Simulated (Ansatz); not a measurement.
**Cd: isotropic strain +0.50 %**

Take Cd in the hcp (Mg type) structure (space group P6_3/mmc, No. 194; a = 3.0294 Å, c = 5.7589 Å; relaxed with 0.1 eV smearing) as the base.

Perturbation: an isotropic linear strain of +0.50 %, atoms relaxed at fixed cell.

Method: Kohn–Sham DFT with the PBE functional, run in Ansatz (a first-principles code) with PAW and 420 eV plane waves, no SOC. Γ-centred 22×22×10 mesh, Fermi–Dirac width 0.1 eV.

```tsv
quantity	base	changed	shift
volume per atom	22.89 Å³	23.23 Å³	+0.345 Å³
space group	P6_3/mmc (No. 194)	P6_3/mmc (No. 194)	–
shortest interatomic distance	3.029 Å	3.045 Å	+0.0151 Å
energy relative to the base (free energy F)	0 meV/atom	+0.7 meV/atom	+0.7 meV/atom
pressure (mean of the normal stresses, compression positive)	0.0 GPa	-0.6 GPa	-0.6 GPa
band gap	zero	zero	–
```

Stability against distortions was not tested.
